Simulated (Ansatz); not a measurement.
The reference is MgTe in the zinc blende structure (space group F-43m, No. 216; a = 6.368 Å). Axes: x, y, z lie along the cube axes.

All numbers come from LDA/PAW in Ansatz (an electronic-structure program), no spin-orbit coupling.

Base values:

| Item | Result |
|---|---|
| Electron mass | 0.16 mₑ (at Γ) |
| Valley order | Γ 2.38 eV; X along ⟨100⟩ 2.66 eV; L along ⟨111⟩ 3.17 eV |
| Valence-band top at Γ | 0.00, 0.00, 0.00 eV |

Perturbation: uniaxial strain ε_zz = −0.50 %, all other strain components held at zero, atoms relaxed at fixed cell.

Question: What does the calculation give for the electron mass, valley order and valence-band top at Γ after the change?

Answer: The electron mass is still 0.16 mₑ (at Γ); the valley order (the lowest conduction-band minima on the path, energy above the VBM, named in the base's zone) becomes Γ 2.40 eV; X along [001] 2.63 eV; X along [100] 2.65 eV; L along [1-11] 3.18 eV (base: Γ 2.38 eV; X along ⟨100⟩ 2.66 eV; L along ⟨111⟩ 3.17 eV); the valence-band top at Γ (three highest levels, from the VBM) becomes 0.00, -0.01, -0.01 eV (base: 0.00, 0.00, 0.00 eV).

With Te present, leaving out spin-orbit coupling can change the band edges. The levels and masses belong to the bands next to the band gap. Effective masses come from finite differences of ±0.01 Å⁻¹. Stability against distortions was not tested.
